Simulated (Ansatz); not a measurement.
Start from a 9-atom supercell of PtS$_{2}$ in the CdI2 type structure (space group P-3m1, No. 164; a = 3.552 Å, c = 5.128 Å; layered, stacked along the Cartesian z axis) at its relaxed geometry.

Level of theory: Kohn–Sham DFT with the r2SCAN+rVV10 functional, run in Ansatz (a program for electronic structure) with PAW and 500 eV plane waves, scalar-relativistic without spin-orbit coupling.

Before the change:

The mean distance from the defect site to its nearest host atoms is 2.39 Å. The pressure is 0.0 GPa.

It is then changed as follows: one S atom is removed, atoms relaxed at fixed cell, starting from a slightly rattled geometry.

Task: Estimate the effect on the largest displacement of a host atom from its site in the perfect cell, mean distance from the defect site to its nearest host atoms and pressure.

Result: The largest displacement of a host atom from its site in the perfect cell comes out as 0.06 Å; the mean distance from the defect site to its nearest host atoms decreases by 0.02 Å (2.39 Å → 2.37 Å); the pressure goes from zero to -4.0 GPa.

The magnetic state is the one reached from the starting moments; the real material's order can differ, and small cells can't hold many antiferromagnetic ones. In so small a cell the defect repeats every few ångströms: this is an ordered compound, not a dilute defect. Seeded moments were not kept for S vacancy. The defect cell is spin-polarised and ends with 0.0 μB.
